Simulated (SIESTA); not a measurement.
SIESTA run on ScAl (Cmcm, 4 atoms in the cell): self-consistent single point.

Method: SIESTA 5.4.2 with GGA PBEsol, numerical atomic orbitals DZP, PseudoDojo PBEsol standard norm-conserving potentials (rewritten from UPF to PSML).

The change in words: lattice scaled by 0.98. Reference geometry:
```
ScAl
1.0
    2.16967    -5.26545     0.00000
    2.16967     5.26545     0.00000
    0.00000     0.00000     3.78223
Sc Al
2 2
Direct
  0.86468   0.13532   0.25000
  0.13532   0.86468   0.75000
  0.58450   0.41550   0.25000
  0.41550   0.58450   0.75000
```

Reference input (self-consistent single point, DFT, GGA PBEsol, numerical atomic orbitals DZP, PseudoDojo PBEsol standard norm-conserving potentials (rewritten from UPF to PSML)): XC.functional = GGA; XC.authors = PBEsol; potentials = PseudoDojo PBEsol standard; PAO.BasisSize = DZP; PAO.EnergyShift = 0.005 Ry; MeshCutoff = 400 Ry; kgrid.MonkhorstPack = 6 6 6; OccupationFunction = FD; ElectronicTemperature = 1160.45 K; MaxSCFIterations = 150; SCF.Mixer.Method = Pulay; SCF.Mixer.Weight = 0.2. This run's input differs from it in these lines:

```diff
@@ -12,5 +12,5 @@
 %block LatticeVectors
-     4.100089640   -9.950250864    0.000000000
-     4.100089640    9.950250864    0.000000000
-     0.000000000    0.000000000    7.147373171
+     4.018088754   -9.751245696    0.000000000
+     4.018088754    9.751245696    0.000000000
+     0.000000000    0.000000000    7.004424838
 %endblock LatticeVectors
@@ -18,6 +18,6 @@
 %block AtomicCoordinatesAndAtomicSpecies
-     2.169674000   -3.840405695    0.945556750  1
-     2.169674000    3.840405695    2.836670250  1
-     2.169674000   -0.889860374    0.945556750  2
-     2.169674000    0.889860374    2.836670250  2
+     2.126281000   -3.763597522    0.926645500  1
+     2.126281000    3.763597522    2.779936500  1
+     2.126281000   -0.872063153    0.926645500  2
+     2.126281000    0.872063153    2.779936500  2
 %endblock AtomicCoordinatesAndAtomicSpecies
```

The program printed (abridged):

```
        iscf     Eharris(eV)        E_KS(eV)     FreeEng(eV)     dDmax    Ef(eV) dHmax(eV)
   scf:    1    -2734.841457    -2755.082828    -2755.189726  1.477356 -5.874802  5.064403
   scf:    2    -2757.332077    -2756.412516    -2756.521981  0.073734 -6.083625  2.324397
   scf:    3    -2756.759661    -2756.678230    -2756.795073  0.070240 -6.264825  0.249201
   scf:    4    -2756.697634    -2756.690399    -2756.808763  0.014769 -6.279082  0.187044
   scf:    5    -2756.688718    -2756.690865    -2756.811054  0.015874 -6.311842  0.109131
   [... 2 lines left out ...]
   scf:    8    -2756.692513    -2756.692462    -2756.811923  0.000882 -6.301194  0.015188
   scf:    9    -2756.692311    -2756.692399    -2756.811940  0.000578 -6.303020  0.006559
   scf:   10    -2756.692462    -2756.692431    -2756.811943  0.000208 -6.302337  0.000541
   scf:   11    -2756.692427    -2756.692429    -2756.811943  0.000016 -6.302381  0.000025
SCF Convergence by DM+H criterion
max |DM_out - DM_in|         :     0.0000163487
max |H_out - H_in|      (eV) :     0.0000251074
SCF cycle converged after 11 iterations

Using DM_out to compute the final energy and forces

siesta: E_KS(eV) =            -2756.6924

siesta: E_KS - E_eggbox =     -2756.6924

siesta: Atomic forces (eV/Ang):
     1   -0.000000    0.094024    0.000000
     2    0.000000   -0.094024    0.000000
     3   -0.000000   -0.314299   -0.000000
     4    0.000000    0.314299   -0.000000
   Tot    0.000000   -0.000000    0.000000
   Max    0.314299
   Res    0.133930    sqrt( Sum f_i^2 / 3N )
   Max    0.314299    constrained

Stress tensor Voigt[x,y,z,yz,xz,xy] (kbar):       -8.25      -23.45      -11.83        0.00       -0.00        0.00
(Free)E + p*V (eV/cell)    -2756.0754
   [... lines left out ...]
siesta: FreeEng =     -2756.811943
   [... lines left out ...]
siesta:    -0.005149    0.000000   -0.000000
siesta:     0.000000   -0.014635    0.000000
siesta:    -0.000000    0.000000   -0.007382

siesta: Cell volume =         81.336503 Ang**3

siesta: Pressure (static):
siesta:                Solid            Molecule  Units
siesta:           0.00009863          0.00010575  Ry/Bohr**3
siesta:           0.00905544          0.00970934  eV/Ang**3
siesta:          14.50840852         15.55608533  kBar
```

The run converged in 11 iterations. Against the reference run the free energy goes down by 6.7 meV/atom, the pressure goes from -2.93 to 1.45 GPa and the largest force goes from 0.164 to 0.314 eV/Å.

The starting cell comes from a database of computed structures (which also holds hypothetical and non-ambient phases and stackings), without a prior relaxation at this level. Its lattice was rescaled by a random factor within 2.5 % of one. For this run, on top of that: lattice scaled by 0.98. Values carry the incompleteness of an atom-centred basis.

Cost on one core of a shared machine: roughly 3 min.
